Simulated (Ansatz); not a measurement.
# Defect calculation: Nb_B in zinc-blende BN

All values below come from PBE, PAW (plane waves to 420 eV; Ansatz, a first-principles code). Cell: 64 sites, 2×2×2; final energies on a 2×2×2 shifted mesh. Site at the start: the B site. Energies of charged states are corrected for periodic images (point charge plus alignment at distant sites). Dielectric constants: PBE linear response of the host. Host gap at this level: 4.46 eV. These values are not converged in cell size to better than tenths of an eV. Levels are measured in PBE's own, too narrow, gap. Spin–orbit coupling is left out. Each state is the lowest found from its start.

Formation energies E_f are given with the Fermi level at the valence-band maximum. Chemical conditions: B-rich (Δμ(B) = 0.00 eV, Δμ(Nb) = -1.96 eV, bounded by Nb2B3 (Cmcm); only phases computed here count, gases as isolated molecules at 0 K); N-rich (Δμ(B) = -2.35 eV, Δμ(Nb) = -1.91 eV, bounded by rock-salt NbN; only phases computed here count, gases as isolated molecules at 0 K). Reference phases: B: alpha boron, Nb: bcc Nb.

```json
[
 {"charge": "+2†", "moment (μB)": "not spin-polarised", "largest move off a lattice site (Å)": "0.28", "image correction with alignment (eV)": "2.96", "E_f, B-rich (eV)": "–", "E_f, N-rich (eV)": "–", "above the lowest spin state (eV)": "0.00"},
 {"charge": "+1†", "moment (μB)": "1.0", "largest move off a lattice site (Å)": "0.32", "image correction with alignment (eV)": "1.11", "E_f, B-rich (eV)": "–", "E_f, N-rich (eV)": "–", "above the lowest spin state (eV)": "0.00"},
 {"charge": "0", "moment (μB)": "2.0", "largest move off a lattice site (Å)": "0.34", "image correction with alignment (eV)": "0.00", "E_f, B-rich (eV)": "13.01", "E_f, N-rich (eV)": "10.62", "above the lowest spin state (eV)": "0.00"},
 {"charge": "0†", "moment (μB)": "not spin-polarised", "largest move off a lattice site (Å)": "0.37", "image correction with alignment (eV)": "0.00", "E_f, B-rich (eV)": "13.71", "E_f, N-rich (eV)": "11.32", "above the lowest spin state (eV)": "0.70"},
 {"charge": "−1*", "moment (μB)": "1.0", "largest move off a lattice site (Å)": "0.43", "image correction with alignment (eV)": "–", "E_f, B-rich (eV)": "–", "E_f, N-rich (eV)": "–", "above the lowest spin state (eV)": "0.00"},
 {"charge": "−1*", "moment (μB)": "3.0", "largest move off a lattice site (Å)": "0.43", "image correction with alignment (eV)": "–", "E_f, B-rich (eV)": "–", "E_f, N-rich (eV)": "–", "above the lowest spin state (eV)": "0.07"}
]
```

* At this level the carrier isn't localised at the defect: at charge −1 electrons occupy the conduction band. Such a state is shallow or no state of the defect, and this cell gives it no level.

† Not settled in this cell, so no level is given: charge +2: a large or scattered potential alignment; charge +1: a large or scattered potential alignment.

Flagged in the runs: a doubtful potential alignment, a strain field that reaches the edge of the cell.
